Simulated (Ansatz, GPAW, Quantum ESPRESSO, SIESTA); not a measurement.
**Zr2Au (I4/mmm, 3 atoms in the cell) computed with different codes at matched settings**

Self-consistent single point.

```yaml
crystal:
  lattice:
    - [-1.65018, 1.65018, 5.82547]
    - [1.65018, -1.65018, 5.82547]
    - [1.65018, 1.65018, -5.82547]
  atoms:
    - { symbol: Zr, position: [0.65970, 0.65970, 0.00000] }
    - { symbol: Zr, position: [0.34030, 0.34030, 0.00000] }
    - { symbol: Au, position: [0.00000, 0.00000, 0.00000] }
```

Shared settings, as Ansatz (a program for electronic structure) writes them: kpoints.mp_grid.grid = 10 10 10; scf.occupations.method = fermi_dirac; scf.occupations.width = 0.05 eV. Potentials and cutoffs stand in the table.

```json
[
 {"code": "SIESTA", "model": "LDA PW92, numerical atomic orbitals TZP, PseudoDojo LDA standard norm-conserving potentials (rewritten from UPF to PSML)", "pressure (GPa)": "-8.05", "largest force (eV/Å)": "0.093", "cutoff": "grid 350 Ry"},
 {"code": "Quantum ESPRESSO", "model": "LDA (PZ), GBRV 1.5 ultrasoft (LDA) pseudopotentials", "pressure (GPa)": "-7.17", "largest force (eV/Å)": "0.063", "cutoff": "40 Ry"},
 {"code": "GPAW", "model": "LDA (Perdew-Wang 92), GPAW PAW datasets LDA (gpaw-data 1.0.1)", "pressure (GPa)": "-7.29", "largest force (eV/Å)": "0.030", "cutoff": "550 eV"},
 {"code": "Ansatz", "model": "LDA (PW92), PAW files made with PBE", "pressure (GPa)": "-7.03", "largest force (eV/Å)": "0.061", "cutoff": "default"}
]
```

On Ansatz's run: spin-orbit coupling is off.

The spread over the programs that give each value: pressure within 1.02 GPa; largest force within 0.063 eV/Å.

SIESTA uses small atom-centred bases, whose incompleteness enters pressures, forces and empty levels differently from a plane-wave cutoff. Ansatz's pressure is given at a fixed set of plane waves, as the other plane-wave codes print theirs. The same LDA comes in different parametrisations, which differ slightly.

The starting cell comes from a database of computed structures (which also holds hypothetical and non-ambient phases and stackings), without a prior relaxation at this level.

Left out of this page: FLEUR (unsound by tests on forces, stress, charge or solver warnings).

Keys are those of Ansatz 0.2.
